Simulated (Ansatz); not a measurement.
Take AlHO$_{2}$ (space group Pnnm, No. 58; a cell from a computed database, its experimental status unchecked) as the base.

```
AlHO2
1.0
    4.15990     0.00000     0.00000
    0.00000     4.69434     0.00000
    0.00000     0.00000     2.84000
Al H O
2 2 4
Cartesian
  2.07995   2.34717   1.42000
  0.00000   0.00000   0.00000
  2.07995   0.00000   1.42000
  0.00000   2.34717   0.00000
  3.07601   0.68704   1.42000
  1.08389   4.00730   1.42000
  0.99606   1.66013   0.00000
  3.16385   3.03420   0.00000
```

Cartesian axes are those of the cell as printed.

Levels (all Ansatz, a first-principles code, PAW): PBEsol (420 eV, scalar-relativistic without spin-orbit coupling); HSE06 (420 eV, no spin-orbit coupling).

Its gap is 6.08 eV with PBEsol and 8.00 eV with HSE06.

The change: uniaxial strain ε_yy = +0.87 %, all other strain components held at zero; the atoms relax in the strained cell.

With PBEsol the gap becomes 5.96 eV.

Problem. If the HSE06 correction stayed the same, what would the HSE06 gap be, and what does the HSE06 run give?

Solution. A rigid correction of +1.92 eV gives 7.88 eV. The HSE06 run gives 7.87 eV, so the two effects roughly add.

Single points use the geometry relaxed with PBEsol. Whether these cells are dynamically stable was not tested.
